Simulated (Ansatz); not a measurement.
# A computed series for MoSi2: pressure series

The parent structure is MoSi2 (space group I4/mmm, No. 139).

```
CELL_PARAMETERS angstrom
     -1.59511     1.59511     3.91030
      1.59511    -1.59511     3.91030
      1.59511     1.59511    -3.91030
ATOMIC_POSITIONS crystal
  Si 0.66491 0.66491 0.00000
  Si 0.33509 0.33509 0.00000
  Mo 0.00000 0.00000 0.00000
```

Cell and atoms are relaxed at each pressure.

Calculations: plane-wave PAW DFT at the PBEsol level (Ansatz, a first-principles code, 420 eV), spin-orbit coupling left out.

Candidates:
(a) pressure 30 GPa
(b) pressure 0.9 GPa
(c) pressure 9 GPa

Base values:

The c/a ratio is 2.451.

Q: Order them by c/a ratio, lowest first.

A: (b) pressure 0.9 GPa (2.452), (c) pressure 9 GPa (2.458), (a) pressure 30 GPa (2.471)

Load acts through the strain it causes; cell and atoms are relaxed under it. No phonon test of stability was made. Competing high-pressure phases were not computed. The final runs are not spin-polarised.
